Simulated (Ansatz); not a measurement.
Consider interstitial Cl in fcc Ir, neutral cell. Level of theory: PBE, PAW (plane waves to 420 eV; Ansatz, a program for electronic structure).

Cell of 32 host sites held at the relaxed PBE lattice; a 2×2×2 k-point mesh shifted by half a step; Fermi-Dirac width 0.10 eV, spin-restricted; finite-size errors left in. Static, classical nuclei. Spin-orbit coupling is left out. Sites that were not tried may lie lower. The start lies 0.20 eV above the lowest site run (PBE).

Barriers: single points on a 4×4×4 k-point mesh shifted by half a step at the bands' geometries (they differ from the bands' own by up to 0.10 eV, and are uncertain by about as much).

Relaxed starting cell (atoms counted from 1):

```xyz
33
Lattice="7.7420 0.0000 0.0000 0.0000 7.7420 0.0000 0.0000 0.0000 7.7420" Properties=species:S:1:pos:R:3 pbc="T T T"
Ir    -0.0178    -0.0113     0.0059
Ir    -0.0177    -0.0114     3.8894
Ir    -0.0180     3.8721     0.0060
Ir    -0.0180     3.8721     3.8895
Ir     3.8656    -0.0114     0.0060
Ir     3.8656    -0.0116     3.8894
Ir     3.8656     3.8721     0.0060
Ir     3.8654     3.8719     3.8894
Ir    -0.2664     1.9304     1.9482
Ir    -0.0808     1.9304     5.8182
Ir    -0.0808     5.8010     1.9477
Ir    -0.0238     5.8014     5.8191
Ir     4.1140     1.9301     1.9475
Ir     3.9285     1.9304     5.8186
Ir     3.9285     5.8013     1.9478
Ir     3.8715     5.8011     5.8187
Ir     1.9235    -0.2603     1.9478
Ir     1.9238    -0.0744     5.8184
Ir     1.9241     4.1200     1.9479
Ir     1.9239     3.9349     5.8185
Ir     5.7949    -0.0744     1.9478
Ir     5.7946    -0.0174     5.8189
Ir     5.7946     3.9351     1.9477
Ir     5.7950     3.8777     5.8189
Ir     1.9235     1.9303    -0.2432
Ir     1.9242     1.9302     4.1371
Ir     1.9238     5.8010    -0.0570
Ir     1.9237     5.8011     3.9526
Ir     5.7950     1.9304    -0.0570
Ir     5.7946     1.9305     3.9525
Ir     5.7946     5.8013    -0.0001
Ir     5.7950     5.8013     3.8949
Cl     1.9238     1.9295     1.9466
```

End state 1 differs by these moves (Å; atoms that move under 0.08 Å are left out):

| atom | element | Δx | Δy | Δz |
|---|---|---|---|---|
| 2 | Ir | -0.21 | -0.21 | 0.21 |
| 9 | Ir | 0.04 | 0.22 | -0.22 |
| 13 | Ir | -0.24 | 0.00 | 0.00 |
| 17 | Ir | 0.22 | 0.04 | -0.22 |
| 19 | Ir | 0.00 | -0.24 | 0.00 |
| 25 | Ir | 0.00 | 0.00 | 0.24 |
| 26 | Ir | 0.22 | 0.22 | -0.04 |
| 33 | Cl | -0.97 | -0.97 | 0.97 |

Question: Estimate the forward and backward barriers to end state 1 that PBE, PAW returns for this input.

Answer: forward 1.70 eV, backward 1.90 eV; at the saddle point atom 33 has neighbours Ir at 2.03, 2 Ir at 2.08, Ir at 2.48, Ir at 2.57, Ir at 2.59 Å. The program found a first-order saddle point.
